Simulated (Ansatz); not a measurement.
Cubic perovskite KZnF3, treated with PBE-D3(BJ) (PAW; Ansatz, a program for electronic structure).

Run with plane-wave cutoff 500 eV, 8×8×8 k mesh, gaussian smearing 0.02 eV, scalar-relativistic PAW data made under PBE.

Cell (relaxed at this level):

```yaml
crystal:
  lattice:
    - [4.09565, 0.00000, 0.00000]
    - [0.00000, 4.09565, 0.00000]
    - [0.00000, 0.00000, 4.09565]
  atoms:
    - { symbol: K, position: [0.00000, 0.00000, 0.00000] }
    - { symbol: Zn, position: [0.50000, 0.50000, 0.50000] }
    - { symbol: F, position: [0.50000, 0.00000, 0.50000] }
    - { symbol: F, position: [0.00000, 0.50000, 0.50000] }
    - { symbol: F, position: [0.50000, 0.50000, 0.00000] }
```

Problem. Predict the band gap.

Solution. 
- band gap: 3.78 eV (on the SCF k mesh)

The computed numbers hold no vibrational or temperature effects.
